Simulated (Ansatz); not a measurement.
System: white tin (β-Sn). Method: LC-ωPBE (Ansatz, a program for electronic structure, plane waves, PAW).

Settings: plane-wave cutoff 460 eV, 10×10×10 k mesh, Fermi–Dirac smearing 0.05 eV, scalar-relativistic PAW data made under PBE.

Computed at the level's own relaxed cell.

Predict the equilibrium lattice constant a and c axis length.


* **equilibrium lattice constant a**: 5.730 Å
* **c axis length**: 3.085 Å

Measured, for comparison: lattice constant a 5.831 Å, lattice parameter c 3.181 Å (293 K, no zero-point or thermal correction; as tabulated in Wikipedia's data pages). Computed (rounded) less measured: lattice constant a -1.7 %, lattice parameter c -3.0 %. A static lattice is as a rule a little smaller and stiffer than an uncorrected measurement, which narrows the difference in the lattice constant a and would widen misses of the other sign.

Spin–orbit coupling is not included.
